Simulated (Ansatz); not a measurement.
The reference is MoTe2 (space group P6_3/mmc, No. 194; a = 3.497 Å, c = 13.696 Å; layered, stacked along the Cartesian z axis). Axes: x lies along a and z along c of the hexagonal cell.

All numbers come from PBE-D3(BJ) (Ansatz, an electronic-structure program; PAW; 420 eV plane waves; no SOC).

One thing is altered: uniaxial strain ε_zz = +0.60 %, all other strain components held at zero; the atoms relax in the strained cell.

Q: Predict the stress tensor and what it implies for the stiffness.

A: Stress of the strained cell less that of the base (GPa, compression positive):
```
  -0.10    0.00    0.00
   0.00   -0.10    0.00
   0.00    0.00   -0.41
```

Then −Δσ_ii/ε with ε = 0.0060 gives relaxed-ion elastic constants: C33 ≈ 68 GPa.

Whether these cells are dynamically stable was not tested. The program warned that a D3 coordination switch lies within reach, so dispersion energies are less smooth here.
